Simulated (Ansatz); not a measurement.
Electronic density of states of amorphous Ti$_{20}$O$_{43}$La$_{2}$, density 3.90 g/cm³, on a 2×2×2 Γ-centred mesh with a Gaussian width of 0.1 eV; energies count from the Fermi level, whose place inside the gap is arbitrary. Cell and mesh are small, so fine structure isn't converged. Level of theory: PBE, scalar-relativistic without spin-orbit coupling (plane waves to 420 eV, PAW; Ansatz, a first-principles code). Sampling: a 2×2×2 Γ-centred mesh; Fermi-Dirac width 0.02 eV; no spin polarisation.

A CHGNet melt-quench gave the starting glass, which DFT then relaxed. O atoms were pushed apart under 1.9 Å during the dynamics, to hinder bonds among them. The hot cell started wider than the set density and was brought back towards it in steps. It is the lowest in DFT energy of 2 quenches. It is a model cell: composition and starting density were chosen by hand, and all elements were melted together. No dispersion term was used. Its density started from a set value of 3.90 and ended at 3.90 g/cm³. The simulated quench (nominally 240 K/ps over its main leg) is rapid and tends to freeze in more defects than a deposited or slowly cooled glass has. One small periodic cell is one sample of the glass; other quenches scatter about these values. The volume was held where the preparation left it and the shape relaxed, at a PBE pressure of 0.9 GPa. Stress components on the final sampling reach 0.9 GPa.

| E - EF (eV) | states/(eV atom) |
|---|---|
| -12.00 | 0.00 |
| -11.90 | 0.00 |
| -11.80 | 0.00 |
| -11.70 | 0.00 |
| -11.60 | 0.00 |
| -11.50 | 0.00 |
| -11.40 | 0.00 |
| -11.30 | 0.00 |
| -11.20 | 0.00 |
| -11.10 | 0.00 |
| -11.00 | 0.00 |
| -10.90 | 0.00 |
| -10.80 | 0.00 |
| -10.70 | 0.00 |
| -10.60 | 0.00 |
| -10.50 | 0.00 |
| -10.40 | 0.00 |
| -10.30 | 0.00 |
| -10.20 | 0.00 |
| -10.10 | 0.00 |
| -10.00 | 0.00 |
| -9.90 | 0.00 |
| -9.80 | 0.00 |
| -9.70 | 0.00 |
| -9.60 | 0.00 |
| -9.50 | 0.00 |
| -9.40 | 0.00 |
| -9.30 | 0.00 |
| -9.20 | 0.00 |
| -9.10 | 0.00 |
| -9.00 | 0.00 |
| -8.90 | 0.00 |
| -8.80 | 0.00 |
| -8.70 | 0.00 |
| -8.60 | 0.00 |
| -8.50 | 0.00 |
| -8.40 | 0.00 |
| -8.30 | 0.00 |
| -8.20 | 0.00 |
| -8.10 | 0.00 |
| -8.00 | 0.00 |
| -7.90 | 0.00 |
| -7.80 | 0.00 |
| -7.70 | 0.00 |
| -7.60 | 0.00 |
| -7.50 | 0.00 |
| -7.40 | 0.00 |
| -7.30 | 0.00 |
| -7.20 | 0.00 |
| -7.10 | 0.00 |
| -7.00 | 0.00 |
| -6.90 | 0.00 |
| -6.80 | 0.00 |
| -6.70 | 0.00 |
| -6.60 | 0.00 |
| -6.50 | 0.00 |
| -6.40 | 0.00 |
| -6.30 | 0.00 |
| -6.20 | 0.00 |
| -6.10 | 0.02 |
| -6.00 | 0.12 |
| -5.90 | 0.27 |
| -5.80 | 0.46 |
| -5.70 | 0.58 |
| -5.60 | 0.65 |
| -5.50 | 0.80 |
| -5.40 | 0.84 |
| -5.30 | 0.86 |
| -5.20 | 0.92 |
| -5.10 | 1.03 |
| -5.00 | 1.09 |
| -4.90 | 1.09 |
| -4.80 | 1.10 |
| -4.70 | 1.04 |
| -4.60 | 1.03 |
| -4.50 | 1.09 |
| -4.40 | 1.07 |
| -4.30 | 1.01 |
| -4.20 | 0.95 |
| -4.10 | 0.91 |
| -4.00 | 0.82 |
| -3.90 | 0.77 |
| -3.80 | 0.81 |
| -3.70 | 0.82 |
| -3.60 | 0.79 |
| -3.50 | 0.76 |
| -3.40 | 0.80 |
| -3.30 | 0.85 |
| -3.20 | 0.83 |
| -3.10 | 0.83 |
| -3.00 | 0.85 |
| -2.90 | 0.89 |
| -2.80 | 0.91 |
| -2.70 | 0.92 |
| -2.60 | 0.90 |
| -2.50 | 0.91 |
| -2.40 | 1.00 |
| -2.30 | 1.01 |
| -2.20 | 1.01 |
| -2.10 | 1.02 |
| -2.00 | 0.97 |
| -1.90 | 0.92 |
| -1.80 | 0.83 |
| -1.70 | 0.75 |
| -1.60 | 0.68 |
| -1.50 | 0.59 |
| -1.40 | 0.36 |
| -1.30 | 0.12 |
| -1.20 | 0.01 |
| -1.10 | 0.00 |
| -1.00 | 0.00 |
| -0.90 | 0.00 |
| -0.80 | 0.00 |
| -0.70 | 0.00 |
| -0.60 | 0.00 |
| -0.50 | 0.00 |
| -0.40 | 0.00 |
| -0.30 | 0.00 |
| -0.20 | 0.00 |
| -0.10 | 0.00 |
| 0.00 | 0.00 |
| 0.10 | 0.00 |
| 0.20 | 0.00 |
| 0.30 | 0.00 |
| 0.40 | 0.00 |
| 0.50 | 0.00 |
| 0.60 | 0.00 |
| 0.70 | 0.00 |
| 0.80 | 0.00 |
| 0.90 | 0.00 |
| 1.00 | 0.00 |
| 1.10 | 0.00 |
| 1.20 | 0.01 |
| 1.30 | 0.09 |
| 1.40 | 0.30 |
| 1.50 | 0.55 |
| 1.60 | 0.69 |
| 1.70 | 0.83 |
| 1.80 | 0.94 |
| 1.90 | 0.96 |
| 2.00 | 1.04 |
| 2.10 | 1.00 |
| 2.20 | 0.94 |
| 2.30 | 0.98 |
| 2.40 | 1.03 |
| 2.50 | 1.05 |

The gap on this mesh is 2.67 eV; the broadening fills part of it in the curve.
